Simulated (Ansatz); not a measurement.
Defect: interstitial Ti in monoclinic ZrO2, charge state +4. Calculation: PBE, PAW (plane waves to 420 eV; Ansatz, a program for electronic structure).

96-site cell at the relaxed PBE lattice, the Γ point alone, smearing 0.01 eV, spin-restricted, no finite-size correction. Energies are static. The charge state is imposed; whether it is stable for some Fermi level was not computed. Sites that were not tried may lie lower.

Barriers: single points on a 2×2×2 k-point mesh shifted by half a step at the bands' geometries.

A. a direct jump of one Ti atom (a rearrangement that moves the defect's centre by under 1 Å); the atom moves 0.95 Å along (0.15, -0.10, 0.04) of the unit cell; the moving atom starts with neighbours O at 1.84, O at 1.87, 2 O at 1.91, O at 1.97 Å and ends with O at 1.84, O at 1.87, 2 O at 1.91, O at 1.97 Å; saddle order first order.
B. a concerted move, in which Ti travels most; the atom moves 3.41 Å along (0.00, 0.40, 0.50) of the unit cell; the moving atom starts with neighbours O at 1.84, O at 1.87, 2 O at 1.91, O at 1.97 Å and ends with O at 1.84, O at 1.87, 2 O at 1.91, O at 1.97 Å; saddle order first order.

Task: Rank these by forward barrier (lowest first), as PBE, PAW gives it.

Result: A (0.33 eV), B (2.78 eV)
